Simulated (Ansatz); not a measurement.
## AlN with two functionals, biaxial strain −2.28 %, plane normal [001], relaxed out of plane

The parent structure is AlN in the wurtzite structure (space group P6_3mc, No. 186; a = 3.130 Å, c = 5.018 Å). Axes: x lies along a and z along c of the hexagonal cell.

(Cell as relaxed with PBE.)

Levels (all Ansatz, an electronic-structure program, PAW): PBE (420 eV, no spin-orbit coupling); PBEsol (420 eV, without spin-orbit coupling).

Each level relaxes its own structure.

```csv
base,PBE,PBEsol
volume per atom,10.65 Å³,10.46 Å³
lattice parameter a,3.130 Å,3.114 Å
band gap,4.03 eV,4.09 eV
```

Modification: compressive biaxial strain of 2.28 % in the plane normal to [001], as in epitaxy on a mismatched substrate; the out-of-plane cell vector and the atoms relax.

| quantity | PBE | PBEsol |
|---|---|---|
| shortest interatomic distance | 1.876 Å | 1.866 Å |
| shift of the gap caused by the change | +0.35 eV | +0.35 eV |
| mean in-plane stress (compression positive) | +11.1 GPa | +11.2 GPa |

PBE's shortest interatomic distance lies 0.010 Å above PBEsol's (0.5 %); PBE's in-plane stress lies 0.1 GPa below PBEsol's; the two agree on the shift of the gap caused by the change. Neither level is exact; PBEsol is the comparison here, not a measurement.

Stability against distortions was not tested.
